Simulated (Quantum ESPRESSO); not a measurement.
## A short convergence ladder for LaPt3 (Pm-3m, 4 atoms in the cell)

```yaml
crystal:
  lattice:
    - [4.19336, 0.00000, 0.00000]
    - [0.00000, 4.19336, 0.00000]
    - [0.00000, 0.00000, 4.19336]
  atoms:
    - { symbol: La, position: [0.00000, 0.00000, 0.00000] }
    - { symbol: Pt, position: [0.00000, 0.50000, 0.50000] }
    - { symbol: Pt, position: [0.50000, 0.00000, 0.50000] }
    - { symbol: Pt, position: [0.50000, 0.50000, 0.00000] }
```

Base method: LDA (PZ), GBRV 1.5 ultrasoft (LDA) pseudopotentials (plane waves; Quantum ESPRESSO).

Base settings: ecutwfc = 40 Ry; ecutrho = 320 Ry; occupations = smearing; smearing = gaussian; degauss = 0.0073499 Ry; potentials = {La: la_lda_v1.uspp.F.UPF, Pt: pt_lda_v1.4.uspp.F.UPF}; K_POINTS = automatic 4 4 4 0 0 0; conv_thr = 1e-10 Ry.

**Zone-centre phonons against the cutoff**

In this ladder: ph.x.tr2_ph = 1e-14; ph.x.fildyn = dyn.G; dynmat.x.fildyn = dyn.G; dynmat.x.asr = crystal. Moved along: ecutrho.

The mesh stays at the base's, so the ladder's end is converged at best in this setting alone.

Frequencies are those of the unrelaxed cell, without the LO-TO term of polar crystals.

Only quantities that move along the ladder and can be compared are tabulated.

| ecutwfc | highest zone-centre frequency (cm⁻¹) | lowest optical frequency (cm⁻¹) |
|---|---|---|
| 20 Ry | 156.0 | 80.5 |
| 28 Ry | 158.7 | 90.8 |
| 34 Ry | 158.4 | 88.8 |
| 40 Ry | 158.5 | 89.0 |

Coarsest ecutwfc that holds the lowest optical frequency within 5 cm⁻¹ of the last step, with all finer ones: 28 Ry; the step before is off by 8.5 cm⁻¹.

Coarsest ecutwfc that holds the highest zone-centre frequency within 1 cm⁻¹ of the last step, with all finer ones: 28 Ry; the step before is off by 2.5 cm⁻¹.

On the base run: the starting cell comes from a database of computed structures (which also holds hypothetical and non-ambient phases and stackings), without a prior relaxation at this level. Its lattice was rescaled by up to half a per cent. Spin polarisation is off. In the base run, with a pressure of about -7 GPa the cell is away from its equilibrium volume at this level. Without a gap this mesh is coarse (it stands for a supercell whose shortest vector is 17 Å).
